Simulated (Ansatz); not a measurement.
Base system: Ti in the hcp (Mg type) structure (space group P6_3/mmc, No. 194; a = 2.940 Å, c = 4.654 Å; relaxed with 0.1 eV smearing). Axes: x lies along a and z along c of the hexagonal cell.

Computed with PBE in Ansatz (plane waves to 420 eV, PAW, without spin-orbit coupling).

For the base:

| Quantity | Value |
|---|---|
| Pressure | 0.0 GPa |

Now apply this change: the cell is compressed by 1.50 % along z with no lateral relaxation; the atoms relax in the strained cell.

What happens to the pressure?

The pressure (mean of the normal stresses, compression positive) goes from zero to 1.8 GPa.

No phonon test of stability was made. The final runs are not spin-polarised.

Ansatz is a first-principles code.
